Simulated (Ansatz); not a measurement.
## A computed series for Ag: pressure series

Base system: Ag in the fcc (Cu type) structure (space group Fm-3m, No. 225; a = 4.149 Å).

Cell and atoms are relaxed at each pressure.

Calculations: Ansatz (an electronic-structure program), PBE, PAW, cutoff 420 eV, spin-orbit coupling left out.

Notes on the quantities. enthalpy: H = E + PV relative to the base's energy.

| change | enthalpy | shortest interatomic distance | density |
|---|---|---|---|
| base | – | 2.933 Å | 10.03 g/cm³ |
| pressure −2 GPa | -0.23 eV/atom | 2.957 Å | 9.80 g/cm³ |
| pressure −1 GPa | -0.11 eV/atom | 2.945 Å | 9.92 g/cm³ |
| pressure 0.9 GPa | +0.10 eV/atom | 2.924 Å | 10.13 g/cm³ |
| pressure 2.1 GPa | +0.23 eV/atom | 2.912 Å | 10.26 g/cm³ |
| pressure 4.5 GPa | +0.49 eV/atom | 2.891 Å | 10.49 g/cm³ |
| pressure 9 GPa | +0.96 eV/atom | 2.857 Å | 10.87 g/cm³ |
| pressure 15 GPa | +1.57 eV/atom | 2.820 Å | 11.30 g/cm³ |
| pressure 22.5 GPa | +2.29 eV/atom | 2.783 Å | 11.75 g/cm³ |
| pressure 30 GPa | +2.99 eV/atom | ? | ? |

Problem. Some entries are withheld; estimate them.

Solution. 
- pressure 30 GPa, shortest interatomic distance: 2.752 Å
- pressure 30 GPa, density: 12.15 g/cm³

Load acts through the strain it causes; cell and atoms are relaxed under it. Stability against distortions was not tested. No other phases were tried under pressure.
